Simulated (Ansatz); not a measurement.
# WSi2, pressure series

Consider WSi$_{2}$ (space group I4/mmm, No. 139; a = 3.185 Å, c = 7.771 Å).

Cell and atoms are relaxed at each pressure.

Computed with Ansatz (a program for electronic structure), LDA, PAW, cutoff 420 eV, spin-orbit coupling left out.

Notes on the quantities. enthalpy: H = E + PV relative to the base's energy.

```json
[
 {"change": "base", "enthalpy": "–", "lattice parameter a": "3.185 Å"},
 {"change": "pressure −2 GPa", "enthalpy": "-0.16 eV/atom", "lattice parameter a": "3.195 Å"},
 {"change": "pressure −1 GPa", "enthalpy": "-0.08 eV/atom", "lattice parameter a": "3.190 Å"},
 {"change": "pressure 0.9 GPa", "enthalpy": "+0.07 eV/atom", "lattice parameter a": "3.181 Å"},
 {"change": "pressure 2.1 GPa", "enthalpy": "+0.17 eV/atom", "lattice parameter a": "3.176 Å"},
 {"change": "pressure 4.5 GPa", "enthalpy": "+0.37 eV/atom", "lattice parameter a": "3.165 Å"},
 {"change": "pressure 9 GPa", "enthalpy": "+0.73 eV/atom", "lattice parameter a": "3.146 Å"},
 {"change": "pressure 15 GPa", "enthalpy": "+1.20 eV/atom", "lattice parameter a": "3.122 Å"},
 {"change": "pressure 22.5 GPa", "enthalpy": "+1.77 eV/atom", "lattice parameter a": "3.096 Å"},
 {"change": "pressure 30 GPa", "enthalpy": "+2.33 eV/atom", "lattice parameter a": "3.072 Å"}
]
```

Load acts through the strain it causes; cell and atoms are relaxed under it. Whether these cells are dynamically stable was not tested. Competing high-pressure phases were not computed. All final runs are without spin polarisation.
